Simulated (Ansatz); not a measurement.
The reference is Sc in the hcp (Mg type) structure (space group P6_3/mmc, No. 194; a = 3.275 Å, c = 5.105 Å; relaxed with 0.1 eV smearing). Axes: x lies along a and z along c of the hexagonal cell.

All numbers come from PBEsol, PAW, 420 eV (Ansatz, an electronic-structure program; no SOC).

One thing is altered: the cell is compressed by 3.00 % along x with no lateral relaxation, atoms relaxed at fixed cell.

### Question
Predict the stress tensor and what it implies for the stiffness.

### Answer
Stress of the strained cell less that of the base (GPa, compression positive):
```
    3.4     0.0     0.0
    0.0     1.2     0.0
    0.0     0.0     1.0
```

Then −Δσ_ii/ε with ε = -0.0300 gives secant stiffness values (nonlinear terms included at this strain): C11 ≈ 112 GPa, C12 ≈ 41 GPa and C13 ≈ 33 GPa.

As a check, the harmonic strain energy −½ V₀ Δσ:ε is 7.5 meV/atom; the computed energy rise is 7.3 meV/atom.

Whether these cells are dynamically stable was not tested. The final runs are not spin-polarised.
